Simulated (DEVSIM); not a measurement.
Structure: CdS/CdTe n-p heterojunction, at 300 K.

Layer 1 from the left is CdS, thickness (μm) 0.100, Nd (cm⁻³) 3.8e17, τn (s) 3.6e-10, τp (s) 3.6e-10. Layer 2 from the left is CdTe, thickness (μm) 0.780, Na (cm⁻³) 4.5e15, τn (s) 3.6e-10, τp (s) 3.6e-10.

Left contact: ohmic. Right contact: ohmic. Voltage is applied to the left contact. Recombination: SRH at mid-gap, Auger. Mobility is μmin + (μ − μmin)/(1 + (N/Nref)^α).

This is a model device: material constants are rounded textbook-type values typed into the input, and sizes, dopings and lifetimes were drawn at random. Values at 300 K.

CdS: gap (eV) 2.4, affinity (eV) 4.3, permittivity 9, Nc (cm⁻³) 2.2e18, Nv (cm⁻³) 1.8e19, μn (cm²/Vs) 300, μp (cm²/Vs) 25, μn,min 30, μp,min 3, Nref,n 1e17, Nref,p 1e17, αn 0.6, αp 0.6, Cn (cm⁶/s) 1e-30, Cp (cm⁶/s) 1e-30. CdTe: gap (eV) 1.5, affinity (eV) 4.28, permittivity 10.2, Nc (cm⁻³) 8e17, Nv (cm⁻³) 1.8e19, μn (cm²/Vs) 1000, μp (cm²/Vs) 80, μn,min 100, μp,min 10, Nref,n 1e17, Nref,p 1e17, αn 0.6, αp 0.6, Cn (cm⁶/s) 1e-30, Cp (cm⁶/s) 1e-30.

DEVSIM, 1D drift-diffusion, Boltzmann statistics, complete ionisation; no tunnelling, impact ionisation, image-force lowering or self-heating. Band offsets follow the typed affinities; no thermionic-emission limit at abrupt steps, no polarisation charge.

### Question
What does the simulation give for the dark forward voltage at 100 A/cm², the dark forward voltage at 1 A/cm²?

### Answer
dark forward voltage at 100 A/cm² 1.141 V; dark forward voltage at 1 A/cm² 0.990 V.
